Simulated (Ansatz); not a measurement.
Start from SnTe in the rock salt structure (space group Fm-3m, No. 225).

```xyz
2
Lattice="0.0000 3.1848 3.1848 3.1848 0.0000 3.1848 3.1848 3.1848 0.0000" Properties=species:S:1:pos:R:3 pbc="T T T"
Te     0.0000     0.0000     0.0000
Sn     3.1848     3.1848     3.1848
```

Cartesian axes are those of the cell as printed.

Computed with r2SCAN in Ansatz (plane waves to 500 eV, PAW, no spin-orbit coupling).

Strains are applied to the cell and any free atomic positions relax; under biaxial strain the out-of-plane vector relaxes too.

One change was made to it. Results:

| quantity | base | after |
|---|---|---|
| pressure (mean of the normal stresses, compression positive) | 0.0 kbar | -1.2 kbar |
| energy relative to the base (free energy F) | 0 meV/atom | +0.1 meV/atom |

**Question.** Which change produced these results?
A. biaxial strain +3.11 %, plane normal [001], relaxed out of plane
B. biaxial strain +0.19 %, plane normal [110], relaxed out of plane
C. biaxial strain −4.05 %, plane normal [110], relaxed out of plane

**Answer.** B, biaxial strain +0.19 %, plane normal [110], relaxed out of plane. For comparison, the energy relative to the base in the other runs: biaxial strain −4.05 %, plane normal [110], relaxed out of plane gives +34 meV/atom; biaxial strain +3.11 %, plane normal [001], relaxed out of plane gives +22 meV/atom.

A biaxial case was relaxed in a doubled cell and then solved in the primitive one. Stability against distortions was not tested. All final runs are without spin polarisation.

Ansatz is a program for electronic structure.
